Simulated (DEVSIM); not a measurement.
System: Pt/SiO2/n-GaAs capacitor, at 400 K.

| layer (left to right) | material | thickness (nm) | Nd (cm⁻³) |
|---|---|---|---|
| 1 | SiO2 | 19.0 | - |
| 2 | GaAs | 5400 | 1.4e16 |

Metal gate on the left, work function 5.6 eV. Fixed charge at the semiconductor interface 2.4e12 cm⁻² (in units of +e); no interface traps.

This is a model device: material constants are rounded textbook-type values typed into the input, and sizes, dopings and lifetimes were drawn at random. Values at 300 K; Nc and Nv go as T^1.5, mobilities as T to minus their exponent, the gap by Varshni's rule with the affinity fixed.

| parameter | SiO2 | GaAs |
|---|---|---|
| gap (eV) | 9 | 1.424 |
| affinity (eV) | 0.9 | 4.07 |
| permittivity | 3.9 | 12.9 |
| Nc (cm⁻³) | - | 4.7e17 |
| Nv (cm⁻³) | - | 9e18 |
| Varshni α (eV/K) | - | 0.000541 |
| Varshni β (K) | - | 204 |

Model (solved in DEVSIM): 1D Poisson equation in equilibrium, Boltzmann statistics, complete ionisation; no quantum confinement or tunnelling. Metal contacts follow the ideal Schottky-Mott rule: no Fermi-level pinning, no interface dipoles.

The interface trap density was swept, all else fixed.

```csv
interface trap density (cm^-2 eV^-1),threshold voltage (band bending 2φF) (V),flat-band voltage (V),minimum of the low-frequency capacitance (μF/cm²)
0,-2.12,-0.72,0.0331
1e10,-2.12,-0.71,0.0341
1e11,-2.13,-0.65,0.0431
3e11,-2.16,-0.50,0.0594
1e12,…,0.01,…
2e12,-2.43,0.74,0.121
```

Task: What belongs in the gaps?

Result: 
- 1e12, threshold voltage (band bending 2φF) (V): -2.27
- 1e12, minimum of the low-frequency capacitance (μF/cm²): 0.0953
